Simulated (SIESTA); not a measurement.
Band structure of PdIn (Pm-3m, 2 atoms in the cell).

```
CELL_PARAMETERS angstrom
      3.28152     0.00000     0.00000
      0.00000     3.28152     0.00000
      0.00000     0.00000     3.28152
ATOMIC_POSITIONS crystal
  In 0.50000 0.50000 0.50000
  Pd 0.00000 0.00000 0.00000
```

Method of the run: GGA PBE, numerical atomic orbitals DZP, PseudoDojo PBE standard norm-conserving potentials (rewritten from UPF to PSML) (SIESTA).

Settings: XC.functional = GGA; XC.authors = PBE; potentials = PseudoDojo PBE standard; PAO.BasisSize = DZP; PAO.EnergyShift = 0.01 Ry; MeshCutoff = 300 Ry; kgrid.MonkhorstPack = 13 13 13; OccupationFunction = FD; ElectronicTemperature = 136 meV; MaxSCFIterations = 150; SCF.Mixer.Method = Pulay; SCF.Mixer.Weight = 0.2; SCF.Mixer.History = 6; SCF.DM.Tolerance = 1.0E-05.

The starting cell has typed, rounded lattice constants, without a prior relaxation at this level. Its lattice was rescaled by a random factor within 2.5 % of one. Spin polarisation is off. Values carry the incompleteness of an atom-centred basis.

Levels in eV from the Fermi level, bands 12 to 17:
| point | 12 | 13 | 14 | 15 | 16 | 17 |
|---|---|---|---|---|---|---|
| Γ | -3.87 | -2.38 | -2.38 | -2.38 | 4.39 | 4.39 |
| X | -3.81 | -3.32 | -3.32 | -2.44 | -1.21 | 9.44 |
| M | -2.77 | -2.77 | -2.31 | -2.31 | -1.80 | 1.28 |
| R | -4.90 | -1.77 | -1.77 | -0.02 | 3.91 | 3.91 |

Bands cross the Fermi level along this path, so the cell is metallic at this level.

Higher empty bands are left out: an atom-centred basis made for the valence describes them poorly.
